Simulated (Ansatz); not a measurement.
Consider WC (space group P-6m2, No. 187; a = 2.923 Å, c = 2.846 Å; relaxed with 0.1 eV smearing).

(Cell as relaxed with PBE.)

Levels (all Ansatz, an electronic-structure program, PAW, earlier PAW set): PBE (420 eV, no SOC); r2SCAN (500 eV, scalar-relativistic without spin-orbit coupling).

Each level relaxes its own structure.

```csv
base,PBE,r2SCAN
volume per atom,10.53 Å³,10.42 Å³
lattice parameter a,2.923 Å,2.913 Å
band gap,zero,zero
```

Now apply this change: the cell is scaled by 1.0175 in all directions, atoms relaxed at fixed cell.

| quantity | PBE | r2SCAN |
|---|---|---|
| energy relative to the base (free energy F) | +33 meV/atom | +34 meV/atom |
| pressure (mean of the normal stresses, compression positive) | -18.0 GPa | -18.9 GPa |
| band gap | zero | zero |

PBE's energy relative to the base lies 1.3 meV/atom below r2SCAN's; PBE's pressure lies 0.9 GPa above r2SCAN's; the two agree on the band gap. Neither level is exact; r2SCAN is the comparison here, not a measurement.

The cells carry an imposed strain or load. Stability against distortions was not tested. The final runs are not spin-polarised.
